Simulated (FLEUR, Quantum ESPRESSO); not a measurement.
A FLEUR input for a self-consistent single point of Cr3Ni (I4/mmm, 4 atoms in the cell) (DFT, PBEsol, all-electron FLAPW (FLEUR), scalar-relativistic valence):

Input of the input generator:

```
scf Cr3Ni
&input film=f /
-1.7911760000 1.7911760000 3.5694380000
1.7911760000 -1.7911760000 3.5694380000
1.7911760000 1.7911760000 -3.5694380000
1.8897261246
1.0 1.0 1.0

4
24 0.5000000000 0.5000000000 0.0000000000 : 3.00
24 0.7500000000 0.2500000000 0.5000000000 : 0.00
24 0.2500000000 0.7500000000 0.5000000000 : 0.00
28 0.0000000000 0.0000000000 0.0000000000 : 0.00

&comp jspins=2 /
&exco xctyp='PBEs' /
&kpt div1=7 div2=7 div3=7 /
&end /
```

```xml
<?xml version="1.0" encoding="UTF-8" standalone="no"?>
<fleurInput fleurInputVersion="0.39">
   <comment>
      scf Cr3Ni                                                                                           
   </comment>
   <calculationSetup>
      <cutoffs Kmax="3.5" Gmax="12.2" GmaxXC="12.2" numbands="0"/>
      <scfLoop itmax="80" minDistance="0.00001" maxIterBroyd="40" imix="Anderson" alpha="0.05" precondParam="0.0" spinf="2.0"/>
      <coreElectrons ctail="T" frcor="F" kcrel="0" coretail_lmax="0"/>
      <xcFunctional name="PBEs" relativisticCorrections="F"/>
      <magnetism jspins="2"/>
      <soc l_soc="F" theta="0.0" phi="0.0" spav="F"/>
      <expertModes spex="0" secvar="F"/>
      <geometryOptimization l_f="T" forcealpha="1.0" forcemix="BFGS" epsdisp="0.00001" epsforce="0.00001"/>
      <ldaU l_linMix="F" mixParam="0.05" spinf="1.0"/>
   </calculationSetup>
   <cell>
      <bzIntegration valenceElectrons="58.0" mode="gauss" fermiSmearingEnergy="0.00999582">
         <kPointListSelection listName="default-1"/>
         <!-- k-points included here -->
         <xi:include xmlns:xi="http://www.w3.org/2001/XInclude" href="kpts.xml"> </xi:include>
      </bzIntegration>
      <!-- symmetry operations included here -->
      <xi:include xmlns:xi="http://www.w3.org/2001/XInclude" href="sym.xml"> </xi:include>
      <bulkLattice scale="1.0">
         <bravaisMatrix>
            <row-1>   -3.3848320809565298     3.3848320809565298     6.7452602387399745</row-1>
            <row-2>    3.3848320809565298    -3.3848320809565298     6.7452602387399745</row-2>
            <row-3>    3.3848320809565298     3.3848320809565298    -6.7452602387399745</row-3>
         </bravaisMatrix>
      </bulkLattice>
   </cell>
   <atomSpecies>
      <species name="Chromium (3.000" element="Cr" atomicNumber="24">
         <mtSphere radius="2.23" gridPoints="771" logIncrement="0.016"/>
         <atomicCutoffs lmax="8" lnonsphr="6"/>
         <electronConfig flipSpins="F">
            <coreConfig>(1s1/2) (2s1/2) (2p1/2) (2p3/2)</coreConfig>
            <valenceConfig>(3s1/2) (3p1/2) (3p3/2) (4s1/2) (3d3/2) (3d5/2)</valenceConfig>
            <stateOccupation state="(4s1/2)" spinUp="0.5" spinDown="0.5"/>
            <stateOccupation state="(3d3/2)" spinUp="1.0" spinDown="1.0"/>
            <stateOccupation state="(3d5/2)" spinUp="3.0" spinDown="0.0"/>
         </electronConfig>
         <energyParameters s="4" p="4" d="3" f="4"/>
         <lo type="SCLO" l="0" n="3" eDeriv="0"/>
         <lo type="SCLO" l="1" n="3" eDeriv="0"/>
      </species>
      <species name="Chromium (Cr)" element="Cr" atomicNumber="24">
         <mtSphere radius="2.23" gridPoints="771" logIncrement="0.016"/>
         <atomicCutoffs lmax="8" lnonsphr="6"/>
         <electronConfig flipSpins="F">
            <coreConfig>(1s1/2) (2s1/2) (2p1/2) (2p3/2)</coreConfig>
            <valenceConfig>(3s1/2) (3p1/2) (3p3/2) (4s1/2) (3d3/2) (3d5/2)</valenceConfig>
            <stateOccupation state="(4s1/2)" spinUp="0.5" spinDown="0.5"/>
            <stateOccupation state="(3d3/2)" spinUp="1" spinDown="1"/>
            <stateOccupation state="(3d5/2)" spinUp="1.5" spinDown="1.5"/>
         </electronConfig>
         <energyParameters s="4" p="4" d="3" f="4"/>
         <lo type="SCLO" l="0" n="3" eDeriv="0"/>
         <lo type="SCLO" l="1" n="3" eDeriv="0"/>
      </species>
      <species name="Nickel (Ni)" element="Ni" atomicNumber="28">
         <mtSphere radius="2.23" gridPoints="771" logIncrement="0.016"/>
         <atomicCutoffs lmax="8" lnonsphr="6"/>
         <electronConfig flipSpins="F">
            <coreConfig>(1s1/2) (2s1/2) (2p1/2) (2p3/2) (3s1/2)</coreConfig>
            <valenceConfig>(3p1/2) (3p3/2) (4s1/2) (3d3/2) (3d5/2)</valenceConfig>
            <stateOccupation state="(3d3/2)" spinUp="1.6" spinDown="1.6"/>
            <stateOccupation state="(3d5/2)" spinUp="2.4" spinDown="2.4"/>
         </electronConfig>
         <energyParameters s="4" p="4" d="3" f="4"/>
         <lo type="SCLO" l="1" n="3" eDeriv="0"/>
      </species>
   </atomSpecies>
   <atomGroups>
      <atomGroup species="Chromium (3.000">
         <relPos label="                   1">1.000/2.000 1.000/2.000 .0000000000</relPos>
         <force calculate="T" relaxXYZ="TTT"/>
      </atomGroup>
      <atomGroup species="Chromium (Cr)">
         <relPos label="                   2">-1.000/4.000 1.000/4.000 1.000/2.000</relPos>
         <relPos label="                   3">1.000/4.000 -1.000/4.000 1.000/2.000</relPos>
         <force calculate="T" relaxXYZ="TTT"/>
      </atomGroup>
      <atomGroup species="Nickel (Ni)">
         <relPos label="                   4">.0000000000 .0000000000 .0000000000</relPos>
         <force calculate="T" relaxXYZ="TTT"/>
      </atomGroup>
   </atomGroups>
   <output dos="F" band="F" slice="F">
      <checks vchk="F" cdinf="F"/>
      <bandDOS minEnergy="-.5*Htr" maxEnergy="0.5*Htr" sigma="0.015" storeEVData="T"/>
      <vacuumDOS vacdos="F" integ="F" star="F" nstars="0" locx1="0.0" locy1="0.0" locx2="0.0" locy2="0.0" nstm="0" tworkf="0.0"/>
      <unfoldingBand unfoldBand="F" supercellX="1" supercellY="1" supercellZ="1"/>
      <plotting iplot="0" polar="F">
         <plot TwoD="T" vec1="  1.0  0.0  0.0" vec2="  0.0  1.0  0.0" vec3="  0.0  0.0  1.0" zero="  0.0  0.0  0.0" file="plot"/>
      </plotting>
      <chargeDensitySlicing numkpt="0" minEigenval="0.0" maxEigenval="0.0" nnne="0" pallst="F"/>
      <specialOutput eonly="F"/>
      <magneticCircularDichroism mcd="F" energyLo="-10.0" energyUp="0.0"/>
   </output>
  <!-- We include the file relax.xml here to enable relaxations (see documentation) -->
  <xi:include xmlns:xi="http://www.w3.org/2001/XInclude" href="relax.xml"> <xi:fallback/> </xi:include>
</fleurInput>
```

Write the same calculation as an input for Quantum ESPRESSO.

One input that does it (others would too):

```fortran
&control
 calculation = 'scf'
 prefix = 'run'
 outdir = './out'
 pseudo_dir = './'
 tprnfor = .true.
 tstress = .true.
/
&system
 ibrav = 7
 A = 3.5823520000
 C = 7.1388760000
 nat = 4
 ntyp = 3
 ecutwfc = 50
 ecutrho = 400
 occupations = 'smearing'
 smearing = 'gauss'
 degauss = 0.019992
 nspin = 2
 starting_magnetization(1) = 0.214
/
&electrons
 conv_thr = 1.0d-9
 mixing_beta = 0.4
/
ATOMIC_SPECIES
Cr1   51.9961  cr_pbesol_v1.5.uspp.F.UPF
Cr2   51.9961  cr_pbesol_v1.5.uspp.F.UPF
Ni    58.6934  ni_pbesol_v1.4.uspp.F.UPF
ATOMIC_POSITIONS crystal
Cr1   0.0000000000    0.5000000000    0.5000000000
Cr2  -0.5000000000    0.2500000000    0.7500000000
Cr2  -0.5000000000    0.7500000000    0.2500000000
Ni    0.0000000000    0.0000000000    0.0000000000
K_POINTS automatic
7 7 7  0 0 0
```

Basis, cutoffs, solver keys and any potentials are the target program's own. This input uses DFT, PBEsol, plane waves, GBRV 1.5 ultrasoft (PBESOL) pseudopotentials. Both were run: size of the net moment 0.09 μB/atom in FLEUR and 0.10 in Quantum ESPRESSO.

On Quantum ESPRESSO: the starting cell comes from a database of computed structures (which also holds hypothetical and non-ambient phases and stackings), without a prior relaxation at this level. Its lattice was rescaled by a random factor within 2.5 % of one. The moments shrank to a small part of their start, a low-spin state that need not be the lowest. With a pressure of about -9 GPa the cell is away from its equilibrium volume at this level.

On FLEUR: the starting cell comes from a database of computed structures (which also holds hypothetical and non-ambient phases and stackings), without a prior relaxation at this level. Its lattice was rescaled by a random factor within 2.5 % of one. The moments shrank to a small part of their start, a low-spin state that need not be the lowest. Values depend on the basis (sphere radii, cutoffs, local orbitals), which need not be converged.
